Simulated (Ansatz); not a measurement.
## How far a parabola holds: energy against volume of cubic perovskite CsPbCl3 (cubic high-temperature phase)

Cubic perovskite CsPbCl3 (cubic high-temperature phase) was calculated with LDA (Ansatz, a first-principles code, PAW). Settings: plane-wave cutoff 520 eV, 6×6×6 k mesh, Fermi–Dirac smearing 0.01 eV, scalar-relativistic PAW data made under PBE. The cell has no free parameter but its volume, all volumes share cutoff and mesh, and the runs aren't spin-polarised. Energies are free energies at the run's smearing, counted from the lowest row; static lattice.

```csv
V (Å³/atom),E (meV/atom)
31.634,?
32.307,5.38
32.980,1.30
33.653,0.00
34.326,1.19
34.999,4.59
```

The 5 complete rows are fitted with a parabola, E against V. With u = V - 33.7, the rows have u = -1.3930, -0.7200, -0.0470, 0.6260, 1.2990. Least squares gives E = -0.007 + 0.0076·u + 2.7519·u². Residuals (row less fit): 0.058, -0.114, 0.001, 0.114, -0.056; standard error 0.127 (degrees of freedom: 2). The fitted curve has its minimum at V = 33.7, where E = -0.01. Its curvature is d²E/dV² = 2 × 2.7519 meV/Å⁶, so B = V0·d²E/dV² × 0.1602 = 29.7 GPa.

Question: Estimate the missing E (V = 31.634); what did the run itself give?

Answer: u = -2.0660, so E = -0.007 + 0.0076 × (-2.0660) + 2.7519 × (-2.0660)² = 11.723 meV/atom. The calculation gives 12.59 meV/atom, 0.867 meV/atom above the prediction (6.9 % of the range of E in the table). The row lies outside the fitted rows, so this is an extrapolation. From the scatter of the fitted rows alone, a prediction at this place has a standard error of 0.302 meV/atom, so the miss is 2.9 times that.

The residuals are curvature that a parabola lacks, not noise. A solid that stiffens under compression and softens on expansion lies above the parabola at the compressed end and under it at the expanded end, as this row does. A third-order Birch-Murnaghan fit to the whole scan has B0 = 29.5 GPa. Only scans are tabulated whose curvature falls smoothly with volume, and where the parabola meets the shown rows within 5 % of their range and misses the end by 0.1 meV or more.

Note: the relaxation could not lower the start's symmetry, so the cell can be a saddle point above a distorted one.

Spin–orbit coupling is not included; it can shift volumes and moduli of such heavy elements.
